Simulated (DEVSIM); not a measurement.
System: illuminated Si p-on-n cell, one wavelength, at 300 K.

Layer 1 from the left is Si, thickness (μm) 0.0980, Na (cm⁻³) 1.4e18, τn (s) 8.2e-6, τp (s) 1.6e-6, absorption coefficient (cm⁻¹) 13000. Layer 2 from the left is Si, thickness (μm) 35.0, Nd (cm⁻³) 3.4e16, τn (s) 3.4e-5, τp (s) 3.4e-5, absorption coefficient (cm⁻¹) 13000.

Left contact: ohmic, minority electron recombination velocity 5000 cm/s. Right contact: ohmic, minority hole recombination velocity 10000 cm/s. Voltage is applied to the left contact. Recombination: SRH at mid-gap, radiative, Auger. Light enters at the left, 3.2e17 photons cm⁻² s⁻¹, one pass, no reflection. Mobility is μmin + (μ − μmin)/(1 + (N/Nref)^α).

This is a model device: material constants are rounded textbook-type values typed into the input, and sizes, dopings and lifetimes were drawn at random. Values at 300 K.

Si: gap (eV) 1.124, affinity (eV) 4.05, permittivity 11.7, Nc (cm⁻³) 2.86e19, Nv (cm⁻³) 3.1e19, μn (cm²/Vs) 1417, μp (cm²/Vs) 470, μn,min 52, μp,min 45, Nref,n 9.7e16, Nref,p 2.2e17, αn 0.68, αp 0.72, B (cm³/s) 4.7e-15, Cn (cm⁶/s) 2.8e-31, Cp (cm⁶/s) 9.9e-32.

Model (solved in DEVSIM): 1D drift-diffusion, Boltzmann statistics, complete ionisation; no tunnelling, impact ionisation, image-force lowering or self-heating.

Dark forward current:

| |V| (V) | |J| (A/cm²) |
|---|---|
| 0.05 | 7.159e-11 |
| 0.10 | 2.867e-10 |
| 0.15 | 1.094e-9 |
| 0.20 | 4.854e-9 |
| 0.25 | 2.584e-8 |
| 0.30 | 1.571e-7 |
| 0.35 | 1.027e-6 |
| 0.40 | 6.932e-6 |
| 0.45 | 4.747e-5 |
| 0.50 | 0.0003270 |
| 0.55 | 0.002257 |
| 0.60 | 0.01559 |
| 0.65 | 0.1074 |
| 0.70 | 0.7265 |
| 0.75 | 4.488 |
| 0.80 | 22.39 |
| 0.85 | 89.45 |
| 0.90 | 306.4 |
| 0.95 | 913.6 |
| 1.00 | 2277 |

Question: Work out the local ideality factor n = ΔV / (kT/q · ln(J2/J1)) between the rows 0.15 and 0.20 V, 0.55 and 0.60 V, 0.95 and 1.00 V.

Answer: kT/q = 25.85 mV. From 0.15 to 0.20 V: ln(4.854e-9/1.094e-9) = 1.490, n = 1.30. From 0.55 to 0.60 V: ln(0.01559/0.002257) = 1.933, n = 1.00, near the 1 of diffusion or emission over a barrier. From 0.95 to 1.00 V: ln(2277/913.6) = 0.913, n = 2.12.

Question: What current could the absorbed light give at most, and what share is collected?

Answer: Σ αd = 45.6, so qΦ(1 − exp(−Σ αd)) = 51.3 mA/cm². The simulated short-circuit current is 50.60 mA/cm², a share of 0.99.

Question: Estimate the open-circuit voltage by superposition: the voltage at which the dark current equals that short-circuit current.

Answer: Interpolating ln J in the table gives 0.631 V. The simulation gives 0.630 V, the same within the digits that matter. Superposition holds where collection doesn't change with voltage.

Question: Estimate the fill factor from FF0 = (v − ln(v + 0.72))/(v + 1), v = qVoc/(nkT), with n from the dark curve.

Answer: The rows about Voc, 0.60 and 0.65 V, give n = 1.00, so v = 24.3 and FF0 = 0.833. The simulation gives 0.831, the same within the digits that matter.
